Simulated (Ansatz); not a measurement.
# Mg2Ge, pressure series

Base system: Mg2Ge in the anti-fluorite structure (space group Fm-3m, No. 225; a = 6.421 Å).

Cell and atoms are relaxed at each pressure.

All numbers come from PBE/PAW in Ansatz (a first-principles code), scalar-relativistic without spin-orbit coupling.

Two rows of this table had their results exchanged by mistake.

```
pressure           volume per atom (Å³)  shortest distance (Å)  band gap
-----------------  --------------------  ---------------------  --------
pressure −2 GPa                   23.06                  2.822   0.20 eV
pressure −1 GPa                   22.53                  2.800   0.18 eV
pressure 0.9 GPa                  21.68                  2.764   0.15 eV
pressure 2.1 GPa                  18.06                  2.601      zero
pressure 4.5 GPa                  20.42                  2.710   0.09 eV
pressure 9 GPa                    19.25                  2.657      zero
pressure 15 GPa                   21.22                  2.745   0.13 eV
pressure 22.5 GPa                 16.94                  2.546      zero
pressure 30 GPa                   16.07                  2.502      zero
```

Q: Which two?

A: The rows for pressure 2.1 GPa and pressure 15 GPa: the volume has to fall steadily with pressure, so 21.22 Å³ belongs to pressure 2.1 GPa and 18.06 Å³ to pressure 15 GPa.

A case with no gap was solved on a k-mesh chosen for an insulator, which is coarse for it. Load acts through the strain it causes; cell and atoms are relaxed under it. Stability against distortions was not tested. Competing high-pressure phases were not computed. The final runs are not spin-polarised. Gaps under 0.05 eV, about the width of the smearing, are given as zero. A zero or small gap of Mg2Ge can be the functional's error rather than a property of the material.
